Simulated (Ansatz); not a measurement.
Input and output of a self-consistent single point for V3Sn (Pmm2, 8 atoms in the cell) (Ansatz, a quantum-chemistry and plane-wave program).

Method: PBEsol, default PAW files made with PBE (plane waves; Ansatz).

The change in words: lattice scaled by 0.98. Reference geometry:
```xyz
8
Lattice="4.9633 0.0000 0.0000 0.0000 4.9633 0.0000 0.0000 0.0000 4.9633" Properties=species:S:1:pos:R:3 pbc="T T T"
V      2.4816     1.2408     0.0000
V      2.4816     3.7225     0.0000
V      1.2908     0.0000     2.4816
V      3.7225     0.0000     2.4816
V      0.0000     2.4816     1.2408
V      0.0000     2.4816     3.7225
Sn     2.4816     2.4816     2.4816
Sn     0.0000     0.0000     0.0000
```

Reference input (self-consistent single point, DFT, PBEsol, plane waves, default PAW files made with PBE): basis.ecutwfc = 420 eV; kpoints.mp_grid.grid = 5 5 5; hamiltonian.xc = pbesol; hamiltonian.pseudopotentials = {kind: paw} (the program's default PAW files); scf.occupations.method = gaussian; scf.occupations.width = 0.1 eV. This run's input differs from it in these lines:

```diff
@@ -3,5 +3,5 @@
   lattice:
-    - [4.963283, 0.000000, 0.000000]
-    - [0.000000, 4.963283, 0.000000]
-    - [0.000000, 0.000000, 4.963283]
+    - [4.864017, 0.000000, 0.000000]
+    - [0.000000, 4.864017, 0.000000]
+    - [0.000000, 0.000000, 4.864017]
   atoms:
```

The program printed (abridged):

```
SCF iter   1: F=—  HF=-29212.135507 eV  |F-HF|=—  |Δ(HF+E_count)|=         —  Δρ=1.01e-2  dr2=9.48e-2  ethr=1.77e-3  ⟨swp⟩=6.0  Hψ=6061  notcnv=0
all-band conjugate gradients solve this SCF's bands
preconditioner: auto → Kerker (q_TF=auto, 2.691 Å⁻¹)
SCF iter   2: F=—  HF=-29212.112740 eV  |F-HF|=—  |Δ(HF+E_count)|=   2.28e-2  Δρ=3.19e-3  dr2=1.03e-2  ethr=8.94e-5  ⟨swp⟩=2.0  Hψ=2543  notcnv=0  defer=128
   [... lines left out ...]
SCF iter   4: F=—  HF=-29212.110211 eV  |F-HF|=—  |Δ(HF+E_count)|=   1.10e-5  Δρ=1.40e-4  dr2=1.48e-5  ethr=2.71e-7  ⟨swp⟩=2.8  Hψ=2864  notcnv=0  defer=128
SCF iter   5: F=—  HF=-29212.110123 eV  |F-HF|=—  |Δ(HF+E_count)|=   8.82e-5  Δρ=6.68e-5  dr2=4.30e-6  ethr=1.40e-8  ⟨swp⟩=2.1  Hψ=2853  notcnv=0  defer=128
SCF iter   6: F=—  HF=-29212.110122 eV  |F-HF|=—  |Δ(HF+E_count)|=   1.25e-6  Δρ=1.15e-5  dr2=1.75e-7  ethr=4.05e-9  ⟨swp⟩=3.0  Hψ=3088  notcnv=0  defer=128
SCF iter   7: F=-29212.110122 eV  HF=-29212.110122 eV  |F-HF|=2.04e-8  |Δ(HF+E_count)|=   1.20e-9  Δρ=4.38e-6  dr2=2.46e-8  ethr=9.43e-11  ⟨swp⟩=9.7  Hψ=6578  notcnv=0
SCF 1 converged in 7 iterations: F = -29212.110122 eV  dr2 = 2.46e-8
Free energy (F): -29212.110122 eV
Internal energy: -29212.027062 eV  (E = F + TS)
E sigma→0 (E₀):  -29212.068592 eV
Entropy (-TS):   -0.083060 eV (-10.382 meV/atom)
Fermi energy:    16.970653 eV
--- Forces (eV/Å), atoms counted from 1 ---
  atom   1  V      0.04049546     0.00478290     0.00000000
  atom   2  V      0.04049546    -0.00478290     0.00000000
  atom   3  V     -0.29708204     0.00000000     0.00000000
  atom   4  V      0.00519526     0.00000000     0.00000000
  atom   5  V      0.04477033     0.00000000     0.00512240
  atom   6  V      0.04477033     0.00000000    -0.00512240
  atom   7  Sn     0.06245247     0.00000000     0.00000000
  atom   8  Sn     0.05891679     0.00000000     0.00000000
--- Stress (GPa, compression-positive) ---
        4.223733       0.000000       0.000000
        0.000000       5.169920       0.000000
        0.000000       0.000000       3.290087
  P = ⅓ Tr σ = 4.2279 GPa (42.279 kbar)
  The stress holds the Pulay correction. Without it, at fixed plane waves, as pw.x and ABINIT print it: P = 4.1360 GPa
```

The run converged in 7 iterations. Against the reference run the free energy goes down by 7.2 meV/atom, the pressure goes from -6.24 to 4.23 GPa and the largest force goes from 0.241 to 0.297 eV/Å.

The starting cell comes from a database of computed structures (which also holds hypothetical and non-ambient phases and stackings), without a prior relaxation at this level. Its lattice was rescaled by up to half a per cent. One atom was moved a little off its site on purpose. For this run, on top of that: lattice scaled by 0.98. Spin polarisation is off. With a pressure of about 4 GPa the cell is away from its equilibrium volume at this level. Ansatz's pressure includes its estimate of the finite-basis (Pulay) stress.

Keys are those of Ansatz 0.2.
